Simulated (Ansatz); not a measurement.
Phonon-limited transport in Be5Co (F-43m)

Input:

```
CELL_PARAMETERS angstrom
      0.00000     2.87274     2.87274
      2.87274     0.00000     2.87274
      2.87274     2.87274     0.00000
ATOMIC_POSITIONS crystal
  Be 0.25000 0.25000 0.25000
  Be 0.62567 0.62567 0.12299
  Be 0.62567 0.12299 0.62567
  Be 0.62567 0.62567 0.62567
  Be 0.12299 0.62567 0.62567
  Co 0.00000 0.00000 0.00000
```

All values below come from PBEsol, DFPT electron-phonon coupling, linearised Boltzmann equation (plane waves, PAW, scalar-relativistic; Ansatz, a program for electronic structure). Geometry: relaxed with this functional, without spin-orbit coupling.

| Quantity | Result |
|---|---|
| resistivity at 300 K | 15.9 μΩ·cm |
| resistivity at 77 K | 0.56 μΩ·cm |
| electron mean free path at 300 K (weighted by the current that each state carries) | 6.0 nm |
| electron-phonon coupling λ | 0.41 |
| transport coupling λ_tr | 0.47 |
| logarithmic mean phonon energy | 44 meV |
| density of states at the Fermi level | 1.55 states/(eV·spin·cell) |
| Drude plasma energy | 4.9 eV |
| Hall coefficient at 300 K | 25 ×10⁻¹¹ m³/C |

A metal at this level (no band gap). Only scattering by harmonic phonons is included (no impurities, grain boundaries, electron-electron scattering or thermal expansion). Spin-orbit coupling is left out. Halving the electron mesh (24x24x24) moves the resistivity by up to 2 % at 300 K, the mean free path by up to 1 %, the coupling by up to 3 %. Smearing 0.20 eV; phonons on a 4x4x4 q mesh, which this run doesn't test and which matters most at low temperature.

Computed structure with no diffraction record at hand here (it may be known, metastable or hypothetical): Be5Co (F-43m). Treated as nonmagnetic (a ferromagnetic start lost its moment, other orders weren't tried): Be5Co (F-43m).
